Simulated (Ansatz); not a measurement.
An Ansatz (a first-principles code) input (Ansatz, r2SCAN, PAW, cutoff 500 eV, no spin-orbit coupling):

Ansatz 0.2 input:
```yaml
crystal:
  lattice:
    - [2.7578748638, 0, 0]
    - [1.3789374319, 2.3883896925, 0]
    - [0, 0, 21.6942673682]
  atoms:
    - { symbol: Re, position: [0.6666666667, 0.6666666667, 0.3457134492] }
    - { symbol: Re, position: [0.3333333333, 0.3333333333, 0.4485711497] }
    - { symbol: Re, position: [0.6666666667, 0.6666666667, 0.5514288503] }
    - { symbol: Re, position: [0.3333333333, 0.3333333333, 0.6542865508] }
basis: { ecutwfc: 500, ecutrho_ratio: 4, xc_grid: 4, fft_grid_basis: typed }
kpoints: { mp_grid: { grid: [19, 19, 1] } }
hamiltonian:
  xc: r2scan
  dispersion: none
  pseudopotentials: { kind: paw }
scf: { occupations: { method: fermi_dirac, width: 0.05 }, convergence: { dr2_threshold: 0.0000000004 } }
relax: { f_tol: 0.01, max_steps: 50 }
output: { forces: true, stress: true }
checkpoint: { write: state.ck, write_every: 1000 }
```

Task: Which symmetry and how many k-points will the program report, and about how many plane waves at Γ?

Result: Space group P-3m1 (ITA 164) with 12 operations, k-points 40 of 361, and 3511 plane waves at Γ.

No phonon test of stability was made. All final runs are without spin polarisation. The cell was made from Re in the hcp (Mg type) structure (space group P6_3/mmc, No. 194) by this change: a free-standing slab of 4 layers (4 atoms, 1 a layer) is cut normal to the z axis, with 15 Å of vacuum and the in-plane cell held at bulk.
